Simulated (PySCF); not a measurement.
PySCF 2.14.0, R2SCAN/def2-svp, df: Al(H)(NMe2)(SH) (C[N](C)[AlH][SH]), 13 atoms. The geometry is a generated start, not checked to be a minimum at this level.

- task: energy
- method: r2scan
- basis: def2-svp
- two-electron scheme: density fitting
- mol.max_memory: 3000 MB
- mf.max_cycle: 100
- mf.conv_tol: 1e-09 (default)
- mf.grids.level: 3 (default)
- basis functions: 118
- grid points: 158664

```xyz
13

Al    -1.1625     0.6279    -0.7312
H     -2.3638    -0.2004    -1.1890
N      0.1758    -0.2200     0.1011
C      1.3254     0.3909     0.7466
C      0.1956    -1.6713     0.1727
H      1.3626     0.1306     1.8102
H      2.2623     0.0643     0.2828
H      1.2488     1.4754     0.6550
H      1.0426    -2.0872    -0.3828
H      0.2651    -2.0126     1.2107
H     -0.7301    -2.0534    -0.2604
S     -1.1468     2.7803    -1.1347
H     -2.4750     2.7755    -1.2811
```

With the defaults (mf.DIIS = CDIIS, mf.diis = true, mf.init_guess = minao, mf.damp = 0, mf.diis_start_cycle = 1, mf.diis_space = 8, mf.level_shift = 0) it converges in 12 Fock builds. One run each on 2 threads, 1 BLAS thread, with these changes:
- mf.diis = false
- mf.init_guess = huckel
- mf.init_guess = 1e
- mf.diis_space = 12
- mf.level_shift = 0.3 Hartree
- mf.diis = false, mf.damp = 0.7, mf.diis_start_cycle = 999
- mf.damp = 0.3, mf.diis_start_cycle = 4
- mf.DIIS = EDIIS
- mf.damp = 0.7, mf.diis_start_cycle = 8

Q: Which runs fail or end elsewhere than the default run?

A: No convergence: mf.DIIS = EDIIS; mf.diis = false (the run ends without SCF convergence in 100 cycles). The rest reach the solution of the defaults.

```
setting                                                    Fock builds             end
---------------------------------------------------------  -----------  --------------
the defaults                                                        12   same solution
mf.diis_space = 12                                                  12   same solution
mf.init_guess = huckel                                              14   same solution
mf.damp = 0.7, mf.diis_start_cycle = 8                              15   same solution
mf.level_shift = 0.3 Hartree                                        16   same solution
mf.damp = 0.3, mf.diis_start_cycle = 4                              16   same solution
mf.init_guess = 1e                                                  18   same solution
mf.diis = false, mf.damp = 0.7, mf.diis_start_cycle = 999           26   same solution
mf.DIIS = EDIIS                                                    101  no convergence
mf.diis = false                                                    101  no convergence
```
